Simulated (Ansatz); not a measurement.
Start from MgS in the rock salt structure (space group Fm-3m, No. 225; a = 5.203 Å). Axes: x, y, z lie along the cube axes.

Method: r2SCAN (Ansatz, a quantum-chemistry and plane-wave program, PAW, without spin-orbit coupling).

For the base:

The smallest direct gap comes out as 4.64 eV.

It is then changed as follows: compressive biaxial strain of 0.50 % in the plane normal to [001], as in epitaxy on a mismatched substrate; the out-of-plane cell vector and the atoms relax.

**Question.** Estimate the effect on the smallest direct gap and energy relative to the base.

**Answer.** The smallest direct gap increases by 0.04 eV to 4.68 eV; the energy rises by 0.5 meV/atom.

Whether these cells are dynamically stable was not tested.
